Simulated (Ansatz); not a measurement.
Structures of equal composition on the (100) surface of fcc Cu: a layer of Ru in place of the second plane; a layer of Ru in place of the third plane. The slabs share one bottom face, and each structure is named by its start. These are constructed structures in small cells; real faces may alloy, dewet or reconstruct in larger ones, and not all known structures of the face are among them. Slabs of about 9 Å with all that they carry, Fermi-Dirac smearing of 0.1 eV. Bottom of the slabs: a bare face, its two planes held. Relaxed from the named starts with such symmetry as they have, on meshes of like density; energies extrapolated to zero smearing; no spin-orbit coupling, no U. Spin-polarised runs, if any, are marked in brackets, and their order is one that fits the cell; the others ran without spin.

Level of theory: PBE (plane waves to 420 eV, PAW; Ansatz, a first-principles code).

Problem. Order them by energy per 1x1 cell (lowest first) at the level PBE.

Solution. a layer of Ru in place of the third plane (0.000 eV), a layer of Ru in place of the second plane (0.046 eV)
